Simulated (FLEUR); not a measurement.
A self-consistent single point of Y (P6_3/mmc, 2 atoms in the cell) with FLEUR.

Method of the run: PBE, all-electron FLAPW (FLEUR), scalar-relativistic valence in FLEUR.

The change in words: lattice scaled by 0.98. Reference geometry:
```yaml
crystal:
  lattice:
    - [3.65240, 0.00000, 0.00000]
    - [-1.82620, 3.16308, 0.00000]
    - [0.00000, 0.00000, 5.89503]
  atoms:
    - { symbol: Y, position: [0.33333, 0.66667, 0.25000], spin: 1.0 }
    - { symbol: Y, position: [0.66667, 0.33333, 0.75000], spin: 1.0 }
```
(The spins are starting values, not results.)

Reference input (self-consistent single point, DFT, PBE, all-electron FLAPW (FLEUR), scalar-relativistic valence): Kmax = 3.8 1/bohr; GmaxXC = 11.4 1/bohr; xcFunctional = pbe; jspins = 2; l_soc = F; mode = hist; fermiSmearingEnergy = 0.00367493 Htr; mesh (inpgen div1-3) = 11 11 6; inpgen gamma flag = true; Gmax = 11.4 1/bohr; numbands = 0; maxIterBroyd = 40. This run's input differs from it in these lines:

```diff
@@ -3,5 +3,5 @@
 &input film=f /
-6.9020445844 -0.0000003421 0.0000000000
--3.4510219960 5.9773461192 0.0000000000
-0.0000000000 0.0000000000 11.1399997554
+6.7640043327 -0.0000004493 0.0000000000
+-3.3820017772 5.8577998081 0.0000000000
+0.0000000000 0.0000000000 10.9171991555
 1.0
@@ -43,5 +43,5 @@
          <bravaisMatrix>
-            <row-1>    6.9020445843999996    -0.0000003421000000     0.0000000000000000</row-1>
-            <row-2>   -3.4510219960000001     5.9773461191999999     0.0000000000000000</row-2>
-            <row-3>    0.0000000000000000     0.0000000000000000    11.1399997553999999</row-3>
+            <row-1>    6.7640043326999999    -0.0000004493000000     0.0000000000000000</row-1>
+            <row-2>   -3.3820017772000002     5.8577998081000002     0.0000000000000000</row-2>
+            <row-3>    0.0000000000000000     0.0000000000000000    10.9171991555000005</row-3>
          </bravaisMatrix>
```

Log, with long lists cut:

```
 Iteration:     1   Distance:       3.79449060 me/bohr^3
 Iteration:     2   Distance:       3.63184719 me/bohr^3
 Iteration:     3   Distance:       1.02203539 me/bohr^3
 Iteration:     4   Distance:       0.66067390 me/bohr^3
 Iteration:     5   Distance:       0.35124372 me/bohr^3
   [... 16 lines left out ...]
 Iteration:    22   Distance:       0.00010704 me/bohr^3
 Iteration:    23   Distance:       0.00007061 me/bohr^3
 Iteration:    24   Distance:       0.00001612 me/bohr^3
 Iteration:    25   Distance:       0.00000374 me/bohr^3
 Run finished successfully
 Stop message:
   Structural relaxation: Done

[file out, last iteration]
             iter=     26
[...]
          total density-effective poten   -1.0986839322E+04
          total charge density-energy d   -2.1942504865E+02
 Updated energy parameters for spin:           1
 Updated energy parameters for spin:           2
[...]
 fermi energy and band-weighting factors:
    0.383593    0.383593

[...]
FERMIE:
          first approx. to ef    (T=0)  :   0.273682 htr   (energy of the highest occ. eigenvalue)
          number of occ. states  (T=0)  :       1389
          first approx. to seigv (T=0)  : -10.457068 htr
          sum of weights of occ. states :  22.000000
          sum of semicore charge        :   0.000000 e
FERHIS:  Fermi-Energy by histogram:
   [... lines left out ...]
          bandgap                     :   0.000000 htr
          charge neutrality (T=0)     :   0.000000    (zero if the highest occ. eigenvalue is "entirely" occupied)
     EF_NEWTON:  Adjust Fermi-Energy by Newton-Method.
 Direct bandgap for spin            1 :    1.1432945534715078E-002  Htr
 Direct bandgap for spin            2 :    1.1432995375038002E-002  Htr
 ---->    free energy=                     -6771.4328905364 htr
   [... lines left out ...]
SPIN-1 FORCE FOR ATOM TYPE=  1  X=  3.382   Y= -1.953   Z=  2.729      FX_SP = 0.000000 FY_SP = 0.000000 FZ_SP = 0.000000
SPIN-2 FORCE FOR ATOM TYPE=  1  X=  3.382   Y= -1.953   Z=  2.729      FX_SP = 0.000000 FY_SP = 0.000000 FZ_SP = 0.000000
 ***** TOTAL FORCES ON ATOMS *****
 TOTAL FORCE FOR ATOM TYPE=  1  X=  3.382   Y= -1.953   Z=  2.729
                       FX_TOT= 0.000000 FY_TOT= 0.000000 FZ_TOT= 0.000000
 Structural relaxation: Done
```

The run converged in 25 iterations. FLEUR gives forces in its relaxation mode, with a further iteration, so its stop message speaks of a relaxation. Against the reference run the free energy goes down by 1.1 meV/atom.

The starting cell comes from a database of computed structures (which also holds hypothetical and non-ambient phases and stackings), without a prior relaxation at this level. Its lattice was rescaled by a random factor within 2.5 % of one. For this run, on top of that: lattice scaled by 0.98. The starting moments vanished: the run ended non-magnetic. Values depend on the basis (sphere radii, cutoffs, local orbitals), which need not be converged. The log's line on a gap gives a spacing of levels on this mesh, which the program prints for metals too.

Cost on one core of a shared machine: roughly 6 min.
